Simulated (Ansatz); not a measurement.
# Converging the k-point mesh: Al₂Cu (I4mm, 3 atoms in the cell)

```xyz
3
Lattice="-2.0202 2.0202 2.8368 2.0202 -2.0202 2.8368 2.0202 2.0202 -2.8368" Properties=species:S:1:pos:R:3 pbc="T T T"
Al     0.0000     2.0202     1.4184
Al     2.0202     0.0000     1.4184
Cu     0.0000     0.0000     2.8868
```

Computed with LDA (PW92), default PAW files made with PBE (plane waves; Ansatz, a program for electronic structure).

Base settings: basis.ecutwfc = 420 eV; kpoints.mp_grid.grid = 11 11 11; hamiltonian.xc = lda; hamiltonian.pseudopotentials = {kind: paw} (the program's default PAW files); scf.occupations.method = gaussian; scf.occupations.width = 0.1 eV.

The second cell is the first with its lattice scaled by 0.98.

Only quantities that move along the ladder and can be compared are tabulated.

The count of work is k-points × plane waves × bands × iterations; it is no time. 

The starting cell comes from a database of computed structures (which also holds hypothetical and non-ambient phases and stackings), without a prior relaxation at this level. Its lattice was rescaled by up to half a per cent. One atom was moved a little off its site on purpose. Spin polarisation is off. Ansatz's pressure includes its estimate of the finite-basis (Pulay) stress.

```csv
kpoints.mp_grid.grid,free energy less the last step's (meV/atom),energy of the compressed cell less the first (meV/atom),pressure (GPa),largest difference of a force vector from the last step's (eV/Å),count of work / last
2 2 2,619.06,54.75,7.35,0.014,0.0012
3 3 3,126.07,21.53,1.86,0.009,0.0013
4 4 4,24.57,7.23,-1.91,0.015,0.0038
5 5 5,-2.63,8.58,-1.93,0.015,0.0039
6 6 6,0.13,9.56,-1.74,0.002,0.0077
7 7 7,2.93,10.09,-1.65,0.005,0.0088
8 8 8,-0.99,9.47,-1.74,0.001,0.013
9 9 9,3.75,10.39,-1.57,0.009,0.019
10 10 10,-1.25,10.42,-1.58,0.003,0.022
11 11 11,1.25,10.24,-1.60,0.002,0.032
12 12 12,0.69,10.11,-1.62,0.002,0.042
13 13 13,0.08,10.16,-1.62,0.001,0.050
15 15 15,-0.07,10.22,-1.61,0.000,0.074
16 16 16,-0.14,10.19,-1.61,0.001,0.089
20 20 20,0.13,10.20,-1.61,0.000,0.16
22 22 22,0.07,10.18,-1.61,0.001,0.21
25 25 25,0.00,10.18,-1.61,0.000,0.30
28 28 28,0.00,10.18,-1.61,0.000,0.42
31 31 31,-0.01,10.17,-1.61,0.000,0.56
34 34 34,0.02,10.18,-1.61,0.000,0.73
38 38 38,0.00,10.18,-1.61,0.000,1.0
```

Coarsest kpoints.mp_grid.grid that holds the forces within 0.01 eV/Å of the last step, with all finer ones: 6 6 6, at 0.0077 of the last step's count of work; the step before is off by 0.015 eV/Å.

Coarsest kpoints.mp_grid.grid that holds the energy of the compressed cell less the first within 0.5 meV/atom of the last step, with all finer ones: 9 9 9, at 0.019 of the last step's count of work; the step before is off by 0.71 meV/atom.

Coarsest kpoints.mp_grid.grid that holds the free energy within 0.5 meV/atom of the last step, with all finer ones: 13 13 13, at 0.050 of the last step's count of work; the step before is off by 0.69 meV/atom.

The energy difference between the two cells stays within 1 meV/atom of the last step's from 6 6 6 on, the total only from 12 12 12 on: much of the error is common to both cells and cancels.

Keys are those of Ansatz 0.2.
